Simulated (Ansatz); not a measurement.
Consider CaO in the rock salt structure (space group Fm-3m, No. 225; a = 4.7948 Å).

Computed with r2SCAN/PAW in Ansatz (an electronic-structure program), spin-orbit coupling left out.

One change was made to it. Results:

```csv
quantity,base,after
band gap,4.20 eV,4.20 eV
electron mass,"1.4 mₑ along k, 0.44 mₑ across (at X)","1.4 mₑ along k, 0.43 mₑ across (at X)"
lattice parameter a,4.795 Å,4.771 Å
"hole mass (degenerate bands, along [100])","0.37, 2.9, 2.9 mₑ (at Γ)","0.36, 2.9, 2.9 mₑ (at Γ)"
```

Question: Which of these changes matches the shifts?
(A) pressure 1.8 GPa
(B) pressure 45 GPa
(C) pressure 4.2 GPa
(D) pressure 60 GPa

Answer: A, pressure 1.8 GPa. For comparison, the lattice parameter a in the other runs: pressure 45 GPa gives 4.437 Å; pressure 60 GPa gives 4.368 Å; pressure 4.2 GPa gives 4.742 Å.

Load acts through the strain it causes; cell and atoms are relaxed under it. Masses are band curvatures over ±0.01 Å⁻¹ around the edge. Along k means along the line from Γ to the band edge. No phonon test of stability was made. Competing high-pressure phases were not computed.
